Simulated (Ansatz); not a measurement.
Base system: CuI in the zinc blende structure (space group F-43m, No. 216).

```yaml
crystal:
  lattice:
    - [0.00000, 2.96965, 2.96965]
    - [2.96965, 0.00000, 2.96965]
    - [2.96965, 2.96965, 0.00000]
  atoms:
    - { symbol: I, position: [0.75000, 0.75000, 0.75000] }
    - { symbol: Cu, position: [0.00000, 0.00000, 0.00000] }
```

Cartesian axes are those of the cell as printed.

The values are results of Kohn–Sham DFT with the PBEsol functional, run in Ansatz (a first-principles code) with PAW and 420 eV plane waves, scalar-relativistic without spin-orbit coupling, not measurements.

For the base:

| Quantity | Result |
|---|---|
| Pressure | 0.00 GPa |

The change: biaxial strain +4.06 %, plane normal [111], relaxed out of plane (Cartesian); in-plane vectors clamped, the third vector and the atoms free.

Question: What does the calculation give for the pressure after the change?

Answer: The pressure (mean of the normal stresses, compression positive) goes from zero to -2.14 GPa.

Question: Predict the new out-of-plane strain.

Answer: The out-of-plane strain amounts to -3.03 %.

Whether these cells are dynamically stable was not tested. All final runs are without spin polarisation.
